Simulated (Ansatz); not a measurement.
**As: point defects**

The reference is a 12-atom supercell of As in the A7 type structure (space group R-3m, No. 166; layered) at its relaxed geometry.

```
As
1.0
    5.64158     1.08572     3.57784
   -5.64158     1.08572     3.57784
   -1.88053    -5.42861     3.57784
As
12
Direct
  0.30133   0.76366   0.61300
  0.30133   0.26366   0.11300
  0.63466   0.43033   0.61300
  0.63466   0.93033   0.11300
  0.96800   0.09700   0.61300
  0.96800   0.59700   0.11300
  0.03200   0.40300   0.88700
  0.03200   0.90300   0.38700
  0.36534   0.06967   0.88700
  0.36534   0.56967   0.38700
  0.69867   0.73634   0.88700
  0.69867   0.23634   0.38700
```

One neutral defect a cell, atoms relaxed at fixed cell.

Method: Ansatz (a program for electronic structure), r2SCAN+rVV10, PAW, cutoff 500 eV, no spin-orbit coupling.

| change | pressure | largest displacement of a host atom from its site in the perfect cell |
|---|---|---|
| perfect supercell | 0.0 GPa | – |
| H interstitial (started 2.43 Å from the nearest host atom), symmetric start | -0.6 GPa | 0.09 Å |
| As interstitial (started 2.43 Å from the nearest host atom), symmetric start | 6.2 GPa | 0.56 Å |
| As vacancy, symmetric start | -2.8 GPa | 0.17 Å |

The cell is small, so the values are those of an ordered compound at a high defect concentration; dilute-limit values will differ. The defect started on the symmetric site and kept its symmetry, so it may sit on a saddle. All final runs are without spin polarisation.
